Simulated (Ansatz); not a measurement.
The starting structures come from a database of crystals and need not be the phases stable at ambient conditions.

 Where the default PAW files enter, the runs use the earlier of Ansatz's two default sets.

## Evanescent states of CaPbF₆ (Fm-3m, not sure to be the ambient phase, 8 atoms a cell, 20.1 Å³ an atom) along the normal of (001)

These are r2SCAN (plane waves, PAW; Ansatz, an electronic-structure program) values and carry that method's errors.

The gap is the functional's own. No spin-orbit coupling. Mid-gap values are interpolated on the energy grid.

Energies count from the valence-band top; κ is the least over a 6×6 mesh across the current.

| E (eV) | κ (1/Å) | where |
|---|---|---|
| 0.10 | 0.262 | off Γ |
| 0.32 | 0.327 | off Γ |
| 0.53 | 0.376 | off Γ |
| 0.73 | 0.417 | off Γ |
| 0.94 | 0.454 | off Γ |
| 1.16 | 0.490 | off Γ |
| 1.36 | 0.525 | off Γ |
| 1.57 | 0.563 | off Γ |
| 1.78 | 0.572 | Γ |
| 2.00 | 0.544 | Γ |
| 2.21 | 0.520 | Γ |
| 2.42 | 0.499 | Γ |
| 2.62 | 0.477 | Γ |
| 2.83 | 0.456 | Γ |
| 3.04 | 0.434 | Γ |
| 3.25 | 0.410 | Γ |
| 3.46 | 0.383 | Γ |
| 3.67 | 0.352 | Γ |
| 3.88 | 0.314 | Γ |
| 4.09 | 0.263 | Γ |
| 4.30 | 0.182 | Γ |

### Question
How thick must the barrier be to attenuate the transmission by 10^8 when the electrodes' Fermi level lies at 4.09 eV, and what attenuation does that film give at 0.53 eV?

### Answer
d = 8 ln 10 / (2 × 0.263) = 35.0 Å. At 0.53 eV it gives 8 × 0.376/0.263 = 11.4 decades.
